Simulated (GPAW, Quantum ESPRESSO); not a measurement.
A GPAW input for a self-consistent single point of Cd2Hg (I4/mmm, 3 atoms in the cell) (DFT PBEsol, plane waves, GPAW PAW datasets PBEsol (made by gpaw-setup)):

```python
from ase import Atoms
from ase.units import GPa
from gpaw import GPAW, PW

atoms = Atoms(['Cd', 'Cd', 'Hg'],
              cell=[[-1.985519, 1.985519, 4.240667],
                    [1.985519, -1.985519, 4.240667],
                    [1.985519, 1.985519, -4.240667]],
              positions=[[0.000000, -0.000000, 2.834547],
                         [-0.000000, 0.000000, 5.646787],
                         [0.000000, 0.000000, 0.000000]],
              pbc=True)

calc = GPAW(mode=PW(550),
            xc='PBEsol',
            kpts={'size': (10, 10, 10), 'gamma': True},
            occupations={'name': 'methfessel-paxton', 'width': 0.272, 'order': 0},
            nbands=-9,
            convergence={'density': 1e-05, 'energy': 1e-05},
            symmetry={'symmorphic': False, 'tolerance': 0.0005},
            maxiter=120,
            txt='-')

atoms.calc = calc

energy = atoms.get_potential_energy()
print('Energy (eV):', round(energy, 6))
forces = atoms.get_forces()
print('Forces (eV/Ang):')
print(forces.round(5))
stress = atoms.get_stress()
print('Stress (GPa, Voigt):', (stress / GPa).round(4))
```

**Question.** Write the same calculation as an input for Quantum ESPRESSO.

**Answer.** One input that does it (others would too):

```fortran
&CONTROL
    calculation = 'scf',
    prefix = 'run',
    outdir = './out',
    pseudo_dir = './',
    verbosity = 'high',
    tprnfor = .true.,
    tstress = .true.,
/
&SYSTEM
    ibrav = 7,
    A = 3.971038000,
    C = 8.481334000,
    nat = 3,
    ntyp = 2,
    ecutwfc = 40,
    ecutrho = 200,
    occupations = 'smearing',
    smearing = 'gauss',
    degauss = 0.019992,
/
&ELECTRONS
    conv_thr = 1.0d-10,
/
ATOMIC_SPECIES
Cd   112.4140  cd_pbesol_v1.uspp.F.UPF
Hg   200.5920  hg_pbesol_v1.uspp.F.UPF
ATOMIC_POSITIONS {angstrom}
Cd    0.000000000    0.000000000    2.834546636
Cd    0.000000000    0.000000000    5.646787364
Hg    0.000000000    0.000000000    0.000000000
K_POINTS {automatic}
10 10 10  0 0 0
```

Basis, cutoffs, solver keys and any potentials are the target program's own. This input uses DFT, PBEsol, plane waves, GBRV 1.5 ultrasoft (PBESOL) pseudopotentials.

The starting cell comes from a database of computed structures (which also holds hypothetical and non-ambient phases and stackings), without a prior relaxation at this level. Its lattice was rescaled by a random factor within 2.5 % of one.
